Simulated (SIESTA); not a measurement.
# A self-consistent single point of Nb₃Sb (Pm-3n, 8 atoms in the cell) with SIESTA

Method: SIESTA 5.4.2 with LDA PW92, numerical atomic orbitals TZP, PseudoDojo LDA standard norm-conserving potentials (rewritten from UPF to PSML).

This input was run:

```
# files in the folder: Nb.psml Sb.psml (PseudoDojo LDA standard)
SystemName  Nb3Sb
SystemLabel nb3sb

NumberOfAtoms                8
NumberOfSpecies              2
%block ChemicalSpeciesLabel
  1 41 Nb
  2 51 Sb
%endblock ChemicalSpeciesLabel
LatticeConstant              1.0 Ang
%block LatticeVectors
     5.302470000    0.000000000    0.000000000
     0.000000000    5.302470000    0.000000000
     0.000000000    0.000000000    5.302470000
%endblock LatticeVectors
AtomicCoordinatesFormat      Ang
%block AtomicCoordinatesAndAtomicSpecies
     1.325617500    0.000000000    2.651235000  1
     3.976852500    0.000000000    2.651235000  1
     2.651235000    3.976852500    0.000000000  1
     2.651235000    1.325617500    0.000000000  1
     0.000000000    2.651235000    3.976852500  1
     0.000000000    2.651235000    1.325617500  1
     0.000000000    0.000000000    0.000000000  2
     2.651235000    2.651235000    2.651235000  2
%endblock AtomicCoordinatesAndAtomicSpecies

XC.functional                LDA
XC.authors                   PW92
PAO.BasisSize                TZP
PAO.EnergyShift              0.005 Ry
MeshCutoff                   300 Ry
%block kgrid.MonkhorstPack
    5   0   0  0.0
    0   5   0  0.0
    0   0   5  0.0
%endblock kgrid.MonkhorstPack
OccupationFunction           FD
ElectronicTemperature        1160.45 K

MaxSCFIterations             150
SCF.Mixer.Method             Pulay
SCF.Mixer.Weight             0.1
SCF.Mixer.History            6
SCF.DM.Tolerance             1.0E-05
Diag.ParallelOverK           true
WriteForces                  true
```

The program printed (abridged):

```
reinit: Reading from file input.fdf

reinit: System Name: Nb3Sb
reinit: System Label: nb3sb

coor:   Atomic-coordinates input format  =     Cartesian coordinates
coor:                                          (in Angstroms)

siesta: Atomic coordinates (Bohr) and species
siesta:      2.50505   0.00000   5.01011  1        1
siesta:      7.51516   0.00000   5.01011  1        2
siesta:      5.01011   7.51516   0.00000  1        3
siesta:      5.01011   2.50505   0.00000  1        4
siesta:      0.00000   5.01011   7.51516  1        5
siesta:      0.00000   5.01011   2.50505  1        6
siesta:      0.00000   0.00000   0.00000  2        7
siesta:      5.01011   5.01011   5.01011  2        8

siesta: System type = bulk

initatomlists: Number of atoms, orbitals, and projectors:      8   194   144

siesta: ******************** Simulation parameters ****************************
redata: Spin configuration                          = none
redata: Time-Reversal Symmetry                      = T
redata: Number of Atomic Species                    =        2
redata: Mesh Cutoff                                 =   300.0000 Ry
redata: Net charge of the system                    =     0.0000 |e|
redata: Min. number of SCF Iter                     =        0
redata: Max. number of SCF Iter                     =      150
redata: SCF convergence failure will abort job
redata: SCF mix quantity                            = Hamiltonian
redata: Mix DM or H after convergence               =   F
redata: Recompute H after scf cycle                 =   F
redata: Mix DM in first SCF step                    =   T
redata: No kicks to SCF
redata: DM Mixing Weight for Kicks                  =     0.5000
redata: Require Harris convergence for SCF          =   F
redata: Harris energy tolerance for SCF             =     0.000100 eV
redata: Require DM convergence for SCF              =   T
redata: DM tolerance for SCF                        =     0.000010
redata: Require EDM convergence for SCF             =   F
redata: EDM tolerance for SCF                       =     0.001000 eV
redata: Require H convergence for SCF               =   T
redata: Hamiltonian tolerance for SCF               =     0.001000 eV
redata: Require (free) Energy convergence for SCF   =   F
redata: (free) Energy tolerance for SCF             =     0.000100 eV
redata: Using DFT-D3 dispersion                     =   F
redata: Using Saved Data (generic)                  =   F
redata: Method of Calculation                       = Diagonalization
redata: Electronic Temperature                      =  1160.4500 K
redata: Number of TDED substeps                     =        3
redata: Dynamics option                             = Single-point calculation
redata: Save all siesta data in one NC              =   F
redata: ***********************************************************************

%block SCF.Mixers
  Pulay
%endblock SCF.Mixers

%block SCF.Mixer.Pulay
  # Mixing method
  method pulay
  variant stable

  # Mixing options
  weight 0.1000
  weight.linear 0.1000
  history 6
%endblock SCF.Mixer.Pulay

DM_history_depth set to one: no extrapolation allowed by default for geometry relaxation
Size of DM history Fstack: 1
Total number of electrons:   108.000000
Total ionic charge:   108.000000

* ProcessorY, Blocksize:    1  64

* Orbital distribution balance (max,min):   194   194

 Kpoints in:           75 . Kpoints trimmed:           63

siesta: k-grid: Number of k-points = 63
siesta: k-points from Monkhorst-Pack grid
siesta: k-cutoff (effective) =    13.256 Ang
siesta: k-point supercell and displacements
siesta: k-grid:     5     0     0      0.000
siesta: k-grid:     0     5     0      0.000
siesta: k-grid:     0     0     5      0.000

diag: Algorithm                                     = D&C
diag: Parallel over k                               =   F
diag: Use parallel 2D distribution                  =   F
diag: Parallel block-size                           = 64
diag: Parallel distribution                         =     1 x     1
diag: Used triangular part                          = Lower
diag: Absolute tolerance                            =  0.100E-15
diag: Orthogonalization factor                      =  0.100E-05
diag: Memory factor                                 =  1.0000

superc: Internal auxiliary supercell:     5 x     5 x     5  =     125
superc: Number of atoms, orbitals, and projectors:   1000  24250  18000

                        Single-point calculation

superc: Internal auxiliary supercell:     5 x     5 x     5  =     125
superc: Number of atoms, orbitals, and projectors:   1000  24250  18000

outcell: Unit cell vectors (Ang):
        5.302470    0.000000    0.000000
        0.000000    5.302470    0.000000
        0.000000    0.000000    5.302470

outcell: Cell vector modules (Ang)   :    5.302470    5.302470    5.302470
outcell: Cell angles (23,13,12) (deg):     90.0000     90.0000     90.0000
outcell: Cell volume (Ang**3)        :    149.0852
new_DM -- step:     1
Initializing Density Matrix...

Attempting to read DM from file... Failed...
DM filled with atomic data:

InitMesh: MESH = 60 x 60 x 60 = 216000
InitMesh: Mesh cutoff (required, used) =   300.000   353.874 Ry

stepf: Fermi-Dirac step function

        iscf     Eharris(eV)        E_KS(eV)     FreeEng(eV)     dDmax    Ef(eV) dHmax(eV)
   scf:    1   -15060.514007   -15109.239615   -15109.361559  1.035357 -3.988317  5.260491
   scf:    2   -15112.617082   -15110.984775   -15111.109478  0.104982 -4.163439  4.195794
   scf:    3   -15115.474359   -15113.903825   -15114.047646  0.310034 -4.788317  2.015071
   scf:    4   -15114.191003   -15114.102505   -15114.253051  0.035102 -4.825766  0.295777
   scf:    5   -15114.130100   -15114.119332   -15114.271171  0.013587 -4.864316  0.075423
   scf:    6   -15114.119421   -15114.120466   -15114.272523  0.007014 -4.896497  0.045327
   scf:    7   -15114.120277   -15114.120888   -15114.272512  0.005696 -4.878171  0.049993
   scf:    8   -15114.120903   -15114.121007   -15114.272988  0.002970 -4.887848  0.003619
   scf:    9   -15114.121007   -15114.121007   -15114.272991  0.000135 -4.888367  0.000760
   scf:   10   -15114.121008   -15114.121008   -15114.272991  0.000026 -4.888497  0.000012
   scf:   11   -15114.121008   -15114.121008   -15114.272991  0.000001 -4.888497  0.000010

SCF Convergence by DM+H criterion
max |DM_out - DM_in|         :     0.0000006471
max |H_out - H_in|      (eV) :     0.0000099281
SCF cycle converged after 11 iterations

Using DM_out to compute the final energy and forces

siesta: E_KS(eV) =           -15114.1210

siesta: E_KS - E_eggbox =    -15114.1210

siesta: Atomic forces (eV/Ang):
     1    0.000000    0.000000    0.000000
     2   -0.000000    0.000000    0.000000
     3    0.000000    0.000000   -0.000000
     4    0.000000   -0.000000   -0.000000
     5   -0.000000   -0.000000   -0.000000
     6   -0.000000   -0.000000    0.000000
     7    0.000000    0.000000    0.000000
     8    0.000000    0.000000    0.000000
   Tot    0.000000    0.000000    0.000000
   Max    0.000000
   Res    0.000000    sqrt( Sum f_i^2 / 3N )
   Max    0.000000    constrained

Stress tensor Voigt[x,y,z,yz,xz,xy] (kbar):       91.48       91.48       91.48        0.00        0.00        0.00
(Free)E + p*V (eV/cell)   -15122.7854
Target enthalpy (eV/cell)   -15114.2730

siesta: Program's energy decomposition (eV):
siesta: Ebs     =     -2998.577889
siesta: Eions   =     23500.471089
siesta: Ena     =      5477.752642
siesta: Ekin    =      5845.466767
siesta: Enl     =       237.992418
siesta: Eso     =         0.000000
siesta: Edftu   =         0.000000
siesta: DEna    =       164.090585
siesta: DUscf   =         5.460662
siesta: DUext   =         0.000000
siesta: Ex      =     -3049.455830
siesta: Ec      =      -294.957163
siesta: Exc     =     -3344.412993
siesta: Eharris =    -15114.121008
siesta: Etot    =    -15114.121008
siesta: FreeEng =    -15114.272991

siesta: Stress tensor (static) (eV/Ang**3):
siesta:     0.057098    0.000000    0.000000
siesta:     0.000000    0.057098    0.000000
siesta:     0.000000    0.000000    0.057098

siesta: Cell volume =        149.085244 Ang**3

siesta: Pressure (static):
siesta:                Solid            Molecule  Units
siesta:          -0.00062187         -0.00062187  Ry/Bohr**3
siesta:          -0.05709771         -0.05709771  eV/Ang**3
siesta:         -91.48062324        -91.48062339  kBar
```

The run converged in 11 iterations.

The starting cell comes from a database of computed structures (which also holds hypothetical and non-ambient phases and stackings), without a prior relaxation at this level. Its lattice was rescaled by a random factor within 2.5 % of one. Spin polarisation is off. Values carry the incompleteness of an atom-centred basis. With a pressure of about -9 GPa the cell is away from its equilibrium volume at this level.

Cost on one core of a shared machine: roughly 6 min.
